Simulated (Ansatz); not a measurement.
## Cu3N: response to strain

Take Cu3N (space group Pm-3m, No. 221; a = 3.765 Å) as the base. Axes: x, y, z lie along the cube axes.

Strains are applied to the cell and any free atomic positions relax; under biaxial strain the out-of-plane vector relaxes too; under stress the whole cell relaxes.

Calculations: PBEsol (Ansatz, a first-principles code; PAW; 420 eV plane waves; no spin-orbit coupling).

Notes on the quantities. energy relative to the base: free energy F; pressure: mean of the normal stresses, compression positive.

```json
[
 {"change": "base", "energy relative to the base": "0 meV/atom", "pressure": "0.0 GPa", "volume per atom": "13.34 Å³", "space group": "Pm-3m (No. 221)"},
 {"change": "biaxial strain +0.51 %, plane normal [001], relaxed out of plane", "energy relative to the base": "+0.7 meV/atom", "pressure": "-1.0 GPa", "volume per atom": "13.45 Å³", "space group": "P4/mmm (No. 123)"},
 {"change": "biaxial strain +1.27 %, plane normal [001], relaxed out of plane", "energy relative to the base": "+4.0 meV/atom", "pressure": "[?]", "volume per atom": "13.61 Å³", "space group": "P4/mmm (No. 123)"},
 {"change": "biaxial strain +1.88 %, plane normal [111], relaxed out of plane", "energy relative to the base": "[?]", "pressure": "[?]", "volume per atom": "13.46 Å³", "space group": "R-3m (No. 166)"},
 {"change": "uniaxial stress, 0.5 GPa tension along x", "energy relative to the base": "0.0 meV/atom", "pressure": "–", "volume per atom": "13.36 Å³", "space group": "P4/mmm (No. 123)"}
]
```

Question: Some entries are withheld; estimate them.

Answer: 
- biaxial strain +1.27 %, plane normal [001], relaxed out of plane, pressure: -2.5 GPa
- biaxial strain +1.88 %, plane normal [111], relaxed out of plane, energy relative to the base: +2.8 meV/atom
- biaxial strain +1.88 %, plane normal [111], relaxed out of plane, pressure: -1.2 GPa

Stability under load was not tested beyond the relaxation. The final runs are not spin-polarised.
